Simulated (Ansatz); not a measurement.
# InAs: energy against strain

InAs (zinc blende, F-43m, 28.195 Å³/atom at rest, cube axes along x, y and z) under a strain ε along a cube axis (axis z), the other axes held. PBEsol in Ansatz, a plane-wave DFT program (PAW, default set), 420 eV, 9×9×9 Γ-centred mesh, Fermi-Dirac smearing 0.05 eV; ions are relaxed within the symmetry of each cell.

Here s stands for strain and y for E less E0.

```
strain (%)  E less E0 (meV/atom)
----------  --------------------
-3.00                          ?
-1.50                       1.57
-1.00                       0.69
-0.50                       0.17
0.00                        0.00
0.50                        0.17
1.00                        0.69
1.50                        1.54
```

Task: Using a parabola, estimate the missing y at s = -3.00 from the other rows, showing the fit.

Result: Least squares gives y = -0.002 - 0.0064·s + 0.6919·s². Residuals (row less fit): 0.006, -0.006, -0.004, 0.002, 0.002, 0.006, -0.005; standard error 0.006 (degrees of freedom: 4). Twice the quadratic coefficient over the volume, 2 × 0.6919 meV × 10⁴ × 0.1602 / 28.195 Å³, is the elastic constant C11 = 79 ± 0.3 GPa. At the withheld row, y = -0.002 - 0.0064 × (-3.0) + 0.6919 × (-3.0)² = 6.244 meV/atom. The calculation gives 6.34 meV/atom, 0.096 meV/atom above the prediction (1.5 % of the range of y in the table). The row lies outside the fitted rows, so this is an extrapolation. From the scatter of the fitted rows alone, a prediction at this place has a standard error of 0.025 meV/atom, so the miss is 3.8 times that.

One order more, fitted to all 13 runs of the series, follows each within 0.01, so the miss is the next term of a smooth law. This level leaves no gap over 0.05 eV at strain -1.00, -0.50, 0.00, 0.50, 1.00, 1.50, where the mesh may be coarse. Rows are the converged runs of the series near zero and its far end; series whose fitted rows scatter by over a few per cent of the range, as at a crossing or softening among them, aren't shown in this form. Most that stay on the fit to the last digits aren't either.
